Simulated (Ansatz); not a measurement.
SiC (model structure, Pm-3n, No. 223, 12 atoms in the cell) was calculated with dielectric-dependent PBEsol hybrid in Ansatz (plane waves, PAW).

Settings: plane-wave cutoff 460 eV, 4×4×4 k mesh, Fermi–Dirac smearing 0.01 eV, scalar-relativistic PAW data made under PBE.

Cell (relaxed with PBEsol):

```
CSi
1.0
    5.33119     0.00000     0.00000
    0.00000     5.33119     0.00000
    0.00000     0.00000     5.33119
Si C
6 6
Direct
  0.25000   0.50000   0.00000
  0.75000   0.50000   0.00000
  0.00000   0.25000   0.50000
  0.00000   0.75000   0.50000
  0.50000   0.00000   0.25000
  0.50000   0.00000   0.75000
  0.50000   0.25000   0.00000
  0.50000   0.75000   0.00000
  0.00000   0.50000   0.25000
  0.00000   0.50000   0.75000
  0.25000   0.00000   0.50000
  0.75000   0.00000   0.50000
```

### Question
Give the computed band gap, smallest direct gap on the k points sampled and Γ–Γ gap.

### Answer

band gap: 2.90 eV (indirect)
smallest direct gap on the k points sampled: 3.15 eV
Γ–Γ gap: 3.99 eV

Note: the relaxation could raise the start's symmetry but not lower it, so the cell can be a saddle point; cell and atoms aren't relaxed at this level (pressure -2.2 GPa).

Computed values are for the static lattice.

A model structure was made by putting elements into a prototype or built by hand; it is no filed structure, need not be a known phase, and can be a saddle point held by its symmetry.

Ansatz is a quantum-chemistry and plane-wave program.
